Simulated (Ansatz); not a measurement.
Take CdS in the zinc blende structure (space group F-43m, No. 216; a = 5.825 Å) as the base. Axes: x, y, z lie along the cube axes.

One thing is altered: compressive biaxial strain of 1.57 % in the plane normal to [001], as in epitaxy on a mismatched substrate; the out-of-plane cell vector and the atoms relax.

Levels (all Ansatz, a quantum-chemistry and plane-wave program, PAW, earlier PAW set): PBEsol (420 eV, without spin-orbit coupling); r2SCAN (500 eV, without spin-orbit coupling); HSE06 (420 eV, no spin-orbit coupling); PBEsol+SOC (420 eV, spin-orbit coupling included); HSE06+SOC (420 eV, noncollinear with spin-orbit coupling).

One geometry, relaxed with PBEsol, under each level:

The valence-band top lists the three highest levels at Γ (Kramers pairs under SOC), from the VBM.

| level | band gap | lowest conduction level above the VBM at special points | valence-band top at Γ | electron mass | pressure |
|---|---|---|---|---|---|
| PBEsol | 0.98 eV | Γ 0.98 eV; N 2.85 eV; X 3.29 eV; M 3.43 eV | 0.00, 0.00, -0.13 eV | 0.12 mₑ out of plane, 0.11 mₑ in plane (at Γ) | 0.53 GPa |
| r2SCAN | [?] | [?] | – | [?] | [?] |
| HSE06 | 2.15 eV | Γ 2.15 eV; N 4.07 eV; X 4.34 eV | – | – | – |
| PBEsol+SOC | 0.97 eV | Γ 0.97 eV; N 2.83 eV; X 3.27 eV; M 3.42 eV | 0.00, -0.02, -0.14 eV | 0.12 mₑ out of plane, 0.11 mₑ in plane (at Γ) | 0.47 GPa |
| HSE06+SOC | 2.13 eV | Γ 2.13 eV; N 4.05 eV; X 4.32 eV | 0.00, -0.03, -0.16 eV | – | – |

Q: Give the withheld r2SCAN results.

A: 
- r2SCAN, band gap: 1.58 eV
- r2SCAN, lowest conduction level above the VBM at special points: Γ 1.58 eV; N 3.44 eV; X 3.74 eV; M 3.90 eV
- r2SCAN, electron mass: 0.16 mₑ (at Γ)
- r2SCAN, pressure: 2.38 GPa

Single points use the geometry relaxed with PBEsol. Their cutoffs differ, which shifts pressures a little. Differences between runs with and without spin-orbit coupling are approximate. Effective masses come from finite differences of ±0.01 Å⁻¹. Whether these cells are dynamically stable was not tested. Labels are those of the standard path for the cell's own space group.
